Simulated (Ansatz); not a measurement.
Take Zr in the hcp (Mg type) structure (space group P6_3/mmc, No. 194; relaxed with 0.1 eV smearing) as the base.

```yaml
crystal:
  lattice:
    - [3.14377, 0.00000, 0.00000]
    - [-1.57189, 2.72259, 0.00000]
    - [0.00000, 0.00000, 5.09284]
  atoms:
    - { symbol: Zr, position: [0.66667, 0.33333, 0.75000] }
    - { symbol: Zr, position: [0.33333, 0.66667, 0.25000] }
```

Calculations: LDA (Ansatz, a quantum-chemistry and plane-wave program; PAW; 420 eV plane waves; scalar-relativistic without spin-orbit coupling).

For the base:

The band gap is zero and the pressure is 0.0 GPa.

Perturbation: an isotropic linear strain of +2.00 %, atoms relaxed at fixed cell.

Q: What happens to the energy relative to the base, band gap and pressure?

A: The energy goes up by 24 meV/atom; the band gap stays zero; the pressure (mean of the normal stresses, compression positive) goes from zero to -5.6 GPa.

No phonon test of stability was made. All final runs are without spin polarisation.
